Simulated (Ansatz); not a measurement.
Base system: W in the bcc (W type) structure (space group Im-3m, No. 229; a = 3.184 Å).

Structures relaxed with DFT with PBE, PAW potentials and a 420 eV plane-wave cutoff in Ansatz (a first-principles code), scalar-relativistic without spin-orbit coupling, earlier PAW set.

Base:

Simulated powder pattern, Co Kα, λ = 1.79026 Å (kinematic, ideal powder, no thermal factors, no anomalous dispersion; the 10 strongest lines at most, above 2 %, up to 2θ = 90°):

| 2θ (°) | I/Imax (%) | hkl |
|---|---|---|
| 46.86 | 100 | (110) |
| 68.43 | 17 | (200) |
| 87.06 | 39 | (211) |

The change: Ta takes the place of W on all its sites, then cell and atoms are relaxed.

After the change:

Simulated powder pattern, Co Kα, λ = 1.79026 Å (kinematic, ideal powder, no thermal factors, no anomalous dispersion; the 10 strongest lines at most, above 2 %, up to 2θ = 90°):

| 2θ (°) | I/Imax (%) | hkl |
|---|---|---|
| 44.83 | 100 | (110) |
| 65.27 | 17 | (200) |
| 82.67 | 38 | (211) |

The indices refer to each structure's own conventional cell; one index is shown for lines that coincide.

No phonon test of stability was made. All final runs are without spin polarisation.
